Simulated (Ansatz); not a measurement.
The reference is Ag in the fcc (Cu type) structure (space group Fm-3m, No. 225; a = 4.0015 Å).

Structures relaxed with LDA (Ansatz, a first-principles code; PAW; 420 eV plane waves; scalar-relativistic without spin-orbit coupling).

Base:

Simulated powder pattern, Cu Kα, λ = 1.54184 Å (kinematic, ideal powder, no thermal factors, no anomalous dispersion; the 14 strongest lines at most, above 2 %, up to 2θ = 90°):

```tsv
2θ (°)	I/Imax (%)	hkl
38.99	100	(111)
45.33	48	(200)
66.04	29	(220)
79.43	34	(311)
83.73	10	(222)
```

It is then changed as follows: cell and atoms relaxed at a pressure of 30 GPa.

After the change:

Simulated powder pattern, Cu Kα, λ = 1.54184 Å (kinematic, ideal powder, no thermal factors, no anomalous dispersion; the 14 strongest lines at most, above 2 %, up to 2θ = 90°):

```tsv
2θ (°)	I/Imax (%)	hkl
40.99	100	(111)
47.70	48	(200)
69.75	29	(220)
84.21	35	(311)
88.90	10	(222)
```

The indices refer to the base's conventional cell; one index is shown for lines that coincide.

Load acts through the strain it causes; cell and atoms are relaxed under it. No phonon test of stability was made. Competing high-pressure phases were not computed.
